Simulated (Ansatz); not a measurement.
Structures of equal composition on the (0001) surface of 4H silicon carbide (Si plane on top): (√3x√3)R30° Ga adatom at H3; (√3x√3)R30° Ga adatom at T4. The slabs share one bottom face, and each structure is named by its start. These are constructed structures in small cells; real faces may alloy, dewet or reconstruct in larger ones, and not all known structures of the face are among them. Slabs of about 10 Å with all that they carry, Fermi-Dirac smearing of 0.025 eV. Bottom of the slabs: H caps. Relaxed from the named starts with such symmetry as they have, on meshes of like density; energies extrapolated to zero smearing; no spin-orbit coupling, no U. Spin-polarised runs, if any, are marked in brackets, and their order is one that fits the cell; the others ran without spin. Where a second, spin-polarised start was run, the lower counts.

Host crystal: 4H silicon carbide, with a band gap (PBE, scalar-relativistic without spin-orbit coupling).

Computed with PBE (plane waves to 420 eV, PAW; Ansatz, an electronic-structure program).

Problem. Put the candidates in order of energy per 1x1 cell, lowest first, for PBE.

Solution. (√3x√3)R30° Ga adatom at T4 (0.000 eV, gap 1.65 eV on the mesh), (√3x√3)R30° Ga adatom at H3 (0.169 eV, gap 1.23 eV on the mesh)
